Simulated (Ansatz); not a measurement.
The starting structures come from a database of crystals and need not be the phases stable at ambient conditions.

The decay constant κ of evanescent states in the gap governs leakage through a thin film.

```
CELL_PARAMETERS angstrom
      5.70798     0.00000     0.00000
      0.00000     8.06973     0.00000
      0.00000     0.00000     8.06973
ATOMIC_POSITIONS crystal
  Cs 0.50000 0.50000 0.00000
  Cs 0.50000 0.00000 0.50000
  Sr 0.50000 0.50000 0.50000
  V  0.00000 0.22240 0.22240
  V  0.00000 0.77760 0.77760
  V  0.00000 0.22240 0.77760
  V  0.00000 0.77760 0.22240
  O  0.24159 0.69393 0.69393
  O  0.75841 0.30607 0.30607
  O  0.24159 0.69393 0.30607
  O  0.75841 0.30607 0.69393
  O  0.24159 0.30607 0.30607
  O  0.75841 0.69393 0.69393
  O  0.24159 0.30607 0.69393
  O  0.75841 0.69393 0.30607
  O  0.00000 0.00000 0.26201
  O  0.00000 0.00000 0.73799
  O  0.00000 0.26201 0.00000
  O  0.00000 0.73799 0.00000
```

Space group of this cell: P4/mmm. The cell is taken as given; by r2SCAN its mean pressure is -5.7 GPa.

Transport runs along the normal of the first two printed cell vectors, the (100) plane of the conventional cell.

No gap correction and no spin-orbit coupling; mid-gap values are interpolated between computed energies.

Give the band gap and the smallest decay constant κ at mid-gap that r2SCAN (Ansatz, a first-principles code) yields.

Gap 2.78 eV on a 6×4×4 mesh; κ = 0.451 1/Å, at (0.500, 0.000) of the in-plane reciprocal vectors. At the zone centre, at the nearest computed energy, the slowest state has κ = 0.48 1/Å.
